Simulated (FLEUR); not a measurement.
## FLEUR run on Na (Im-3m, 1 atom in the cell): self-consistent single point

Method: revPBE, all-electron FLAPW (FLEUR), scalar-relativistic valence in FLEUR.

Input:

Input of the input generator:

```
Na
&input film=f /
-3.9887545354 3.9887545354 3.9887545354
3.9887545354 -3.9887545354 3.9887545354
3.9887545354 3.9887545354 -3.9887545354
1.0
1.0 1.0 1.0

1
11 0.0000000000 0.0000000000 0.0000000000

&comp jspins=1 /
&exco xctyp='rpbe' /
&kpt div1=9 div2=9 div3=9 /
&end /
```

```xml
<?xml version="1.0" encoding="UTF-8" standalone="no"?>
<fleurInput fleurInputVersion="0.39">
   <comment>
      Na                                                                                                  
   </comment>
   <calculationSetup>
      <cutoffs Kmax="3.8" Gmax="13.3" GmaxXC="13.3" numbands="0"/>
      <scfLoop itmax="60" minDistance="0.00001" maxIterBroyd="99" imix="Anderson" alpha="0.05" precondParam="0.0" spinf="2.0"/>
      <coreElectrons ctail="T" frcor="F" kcrel="0" coretail_lmax="0"/>
      <xcFunctional name="rpbe" relativisticCorrections="F"/>
      <magnetism jspins="1"/>
      <soc l_soc="F" theta="0.0" phi="0.0" spav="F"/>
      <expertModes spex="0" secvar="F"/>
      <geometryOptimization l_f="T" forcealpha="1.0" forcemix="BFGS" epsdisp="0.00001" epsforce="0.00001"/>
      <ldaU l_linMix="F" mixParam="0.05" spinf="1.0"/>
   </calculationSetup>
   <cell>
      <bzIntegration valenceElectrons="9.0" mode="hist" fermiSmearingEnergy="0.00367493">
         <kPointListSelection listName="default-1"/>
         <!-- k-points included here -->
         <xi:include xmlns:xi="http://www.w3.org/2001/XInclude" href="kpts.xml"> </xi:include>
      </bzIntegration>
      <!-- symmetry operations included here -->
      <xi:include xmlns:xi="http://www.w3.org/2001/XInclude" href="sym.xml"> </xi:include>
      <bulkLattice scale="1.0">
         <bravaisMatrix>
            <row-1>   -3.9887545354000000     3.9887545354000000     3.9887545354000000</row-1>
            <row-2>    3.9887545354000000    -3.9887545354000000     3.9887545354000000</row-2>
            <row-3>    3.9887545354000000     3.9887545354000000    -3.9887545354000000</row-3>
         </bravaisMatrix>
      </bulkLattice>
   </cell>
   <atomSpecies>
      <species name="Sodium (Na)" element="Na" atomicNumber="11">
         <mtSphere radius="2.63" gridPoints="925" logIncrement="0.012"/>
         <atomicCutoffs lmax="10" lnonsphr="8"/>
         <electronConfig flipSpins="F">
            <coreConfig>(1s1/2)</coreConfig>
            <valenceConfig>(2s1/2) (2p1/2) (2p3/2) (3s1/2)</valenceConfig>
            <stateOccupation state="(3s1/2)" spinUp="0.5" spinDown="0.5"/>
         </electronConfig>
         <energyParameters s="3" p="3" d="3" f="4"/>
         <lo type="SCLO" l="0" n="2" eDeriv="0"/>
         <lo type="SCLO" l="1" n="2" eDeriv="0"/>
      </species>
   </atomSpecies>
   <atomGroups>
      <atomGroup species="Sodium (Na)">
         <relPos label="                   1">.0000000000 .0000000000 .0000000000</relPos>
         <force calculate="T" relaxXYZ="TTT"/>
      </atomGroup>
   </atomGroups>
   <output dos="F" band="F" slice="F">
      <checks vchk="F" cdinf="F"/>
      <bandDOS minEnergy="-.5*Htr" maxEnergy="0.5*Htr" sigma="0.015" storeEVData="T"/>
      <vacuumDOS vacdos="F" integ="F" star="F" nstars="0" locx1="0.0" locy1="0.0" locx2="0.0" locy2="0.0" nstm="0" tworkf="0.0"/>
      <unfoldingBand unfoldBand="F" supercellX="1" supercellY="1" supercellZ="1"/>
      <plotting iplot="0" polar="F">
         <plot TwoD="T" vec1="  1.0  0.0  0.0" vec2="  0.0  1.0  0.0" vec3="  0.0  0.0  1.0" zero="  0.0  0.0  0.0" file="plot"/>
      </plotting>
      <chargeDensitySlicing numkpt="0" minEigenval="0.0" maxEigenval="0.0" nnne="0" pallst="F"/>
      <specialOutput eonly="F"/>
      <magneticCircularDichroism mcd="F" energyLo="-10.0" energyUp="0.0"/>
   </output>
  <!-- We include the file relax.xml here to enable relaxations (see documentation) -->
  <xi:include xmlns:xi="http://www.w3.org/2001/XInclude" href="relax.xml"> <xi:fallback/> </xi:include>
</fleurInput>
```

The program printed (abridged):

```
      Welcome to FLEUR        (www.flapw.de)
      MaX-Release 8.1          (www.max-centre.eu)

 ========== k-point set info ==========
 Selected k-point list: default-1
 k-point list type: mesh
 9 x 9 x 9
 Number of k points: 35

 ------------Calculation Setup---------------------------
           1           5           7          35
 Number of basis functions:          247
 Iteration:     1   Distance:       0.61706983 me/bohr^3
 Iteration:     2   Distance:       0.58770831 me/bohr^3
 Iteration:     3   Distance:       0.17009395 me/bohr^3
 Iteration:     4   Distance:       0.05088941 me/bohr^3
 Iteration:     5   Distance:       0.02950481 me/bohr^3
 Iteration:     6   Distance:       0.00339970 me/bohr^3
 Iteration:     7   Distance:       0.00283045 me/bohr^3
 Iteration:     8   Distance:       0.00017175 me/bohr^3
 Iteration:     9   Distance:       0.00001743 me/bohr^3
 Iteration:    10   Distance:       0.00001050 me/bohr^3
 Iteration:    11   Distance:       0.00000015 me/bohr^3

 Run finished successfully
 Stop message:
   Structural relaxation: Done

[file out, last iteration]
             iter=     12
          p o t e n t i a l   g e n e r a t o r
[...]
          integral of pseudo charge density inside the slab=        0.000000   0.000000
     coulomb potential in the interstitial region:
          density-coulomb potential integrals
          total density-coulomb potenti     -229.0852899894
          density-effective potential integrals for spin  1
          total density-effective poten   -2.4761624260E+02
          charge density-energy density integrals
          total charge density-energy d   -1.4434932173E+01
 Updated energy parameters for spin:           1
  Atom    1 3s branch from -1.93 to  1.18 htr. ; e_l =  0.0853
  Atom    1 3p branch from -0.89 to  1.52 htr. ; e_l =  0.2038
  Atom    1 3d branch from -9.99 to  1.65 htr. ; e_l =  0.3456
  Atom    1 4f branch from -9.99 to  2.99 htr. ; e_l =  0.5095
  Atom    1 2s branch from-37.85 to -1.93 htr. ; e_l(l -1.9372
  Atom    1 2p branch from -9.99 to -0.89 htr. ; e_l(l -0.9008
[...]
 fermi energy and band-weighting factors:
at  -0.33333   0.44444   0.44444   k-weight:    0.010974
    8 eigenvalues :
   -1.937154   -0.901243   -0.901243   -0.901042    0.132760    0.132760    0.169978    0.263020
   [... 2 blocks of this kind left out ...]

[...]
FERMIE:
          first approx. to ef    (T=0)  :   0.011722 htr   (energy of the highest occ. eigenvalue)
          number of occ. states  (T=0)  :        157
          first approx. to seigv (T=0)  :  -9.310622 htr
          sum of weights of occ. states :   4.506173
          sum of semicore charge        :   0.000000 e
FERHIS:  Fermi-Energy by histogram:
          bandgap                     :   0.007130 htr
          charge neutrality (T=0)     :   0.012346    (zero if the highest occ. eigenvalue is "entirely" occupied)
     EF_NEWTON:  Adjust Fermi-Energy by Newton-Method.
               Number of iterations needed  :   4
               The error in the weight is   : -0.11102E-15
               The error in ef is           :  0.20432E-16 htr
     -->  new fermi energy            :   0.016120 htr
          valence charge              :   9.000000 e
          actual charge blw ef-8kt    :   8.617284 e
          actual charge blw ef+8kt    :   9.000000 e
          number of occ. states       :       164
          sum of the valence weights  :    4.500000
          entropy         :   0.134107 *kb htr/K =   0.00000 htr/K
          sum of val. single particle energies:        -9.3105398784 htr
 Direct bandgap for spin            1 :   0.13245064786301611       Htr
 at k-point           10  with k-vector  -0.11111111111111110       0.22222222222222221       0.33333333333333331
          valence density: spin= 1
[...]
     l-like charge
     atom     s        p        d        f        total
 -->  1    2.17209  6.03736  0.00427  0.00010    8.21384
          total charge for spin  1=    9.000000
          interst. charge =       0.786164
          mt charge=              8.213836
          total charge  =    9.000000
          z= 11.     r(1)=  0.402252E-04     dx= 0.012000     m.t.index= 925
               n    l     j    energy       weight
               1.   0.   0.5  -37.8454      2.0000
          atom type    1  (spin 1)
          kinetic energy=  0.112926032859E+03     sum of the eigenvalues= -0.756907767961E+02
          0.00000000  electrons lost from core.
          total charge for spin  1=   11.000000
          interst. charge =       0.786164
          mt charge=             10.213836
          total charge  =   11.000000
          zc=    11.000000     qfix=    1.000000
     t o t a l  e n e r g y
          sum of eigenvalues =               -85.0013166745
          density-coulomb potential int     -229.0852899894
          density-effective potential i     -247.6162426042
          charge density-ex.-corr.energ      -14.4349321731
          el.-nucl. inter. diff. m.t.        194.3492138236
          Madelung term for atom type:        -1.7948501112
 ---->    total energy=                     -162.5067151729 htr
 ---->    (input%tkb*entropy) TS=              0.0004928338 htr
 ---->    free energy=                      -162.5072080068 htr
      extrapolation for T->0
 ---->    total electron energy=            -162.5069615898 htr
 ***** TOTAL FORCES ON ATOMS *****
 TOTAL FORCE FOR ATOM TYPE=  1  X=  0.000   Y=  0.000   Z=  0.000
                       FX_TOT= 0.000000 FY_TOT= 0.000000 FZ_TOT= 0.000000
 Structural relaxation: Done
```

The run converged in 11 iterations. FLEUR gives forces in its relaxation mode, with a further iteration, so its stop message speaks of a relaxation.

The starting cell comes from a database of computed structures (which also holds hypothetical and non-ambient phases and stackings), without a prior relaxation at this level. Its lattice was rescaled by a random factor within 2.5 % of one. Values depend on the basis (sphere radii, cutoffs, local orbitals), which need not be converged. The log's line on a gap gives a spacing of levels on this mesh, which the program prints for metals too.
